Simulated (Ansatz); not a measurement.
# SnTe under a change: isotropic strain −2.00 %

Base system: SnTe in the rock salt structure (space group Fm-3m, No. 225; a = 6.2891 Å).

Perturbation: every lattice vector is shortened by 2.00 %; the atoms relax in the strained cell.

Method: PBEsol in Ansatz (plane waves to 420 eV, PAW, without spin-orbit coupling). k-mesh 13×13×13 (Γ-centred); smearing 0.05 eV (Fermi–Dirac).

Volume per atom: 29.27 Å³ (base 31.09 Å³)
Shortest interatomic distance: 3.082 Å (base 3.145 Å)
Energy relative to the base (free energy F): +18 meV/atom
Pressure: 3.26 GPa (base -0.01 GPa)
Band gap: 0.15 eV (uncertain: the edges found look like a band crossing or inverted bands; both cells) (base 0.16 eV)

Final structure:

```yaml
crystal:
  lattice:
    - [0.00000, 3.08167, 3.08167]
    - [3.08167, 0.00000, 3.08167]
    - [3.08167, 3.08167, 0.00000]
  atoms:
    - { symbol: Sn, position: [0.00000, 0.00000, 0.00000] }
    - { symbol: Te, position: [0.50000, 0.50000, 0.50000] }
```

Spin-orbit coupling, missing from the scalar runs, can matter with Te. No phonon test of stability was made. The zero or small gap of SnTe can change with the level of theory.

Ansatz is a quantum-chemistry and plane-wave program.
